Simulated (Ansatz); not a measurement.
Tunnelling through a barrier is set by its complex band structure: the current falls as exp(−2κd) with the smallest κ.

Given:

```xyz
9
Lattice="5.4313 0.0000 0.0000 0.0000 8.5130 0.0000 0.0000 4.2565 2.4575" Properties=species:S:1:pos:R:3 pbc="T T T"
Si     0.0000     4.2565     0.1528
Si     3.6209     6.5171     1.1523
Si     1.8104     1.9959     1.1523
O      1.1683     9.1266     1.6775
O      4.7892     5.4024     1.0873
O      2.9788    11.0099     2.1502
O      4.2630     7.8993     1.6775
O      0.6421     3.1106     1.0873
O      2.4525     6.0161     2.1502
```

Space group of this cell: P3_121. The cell is taken as given.

Transport runs along the normal of the first two printed cell vectors, the (110) plane of the conventional cell.

No gap correction and no spin-orbit coupling; mid-gap values are interpolated between computed energies.

Predict the band gap and the smallest decay constant κ at mid-gap from r2SCAN run with Ansatz (an electronic-structure program).

Gap 6.60 eV on a 6×12×12 mesh; κ = 0.507 1/Å, at the zone centre.
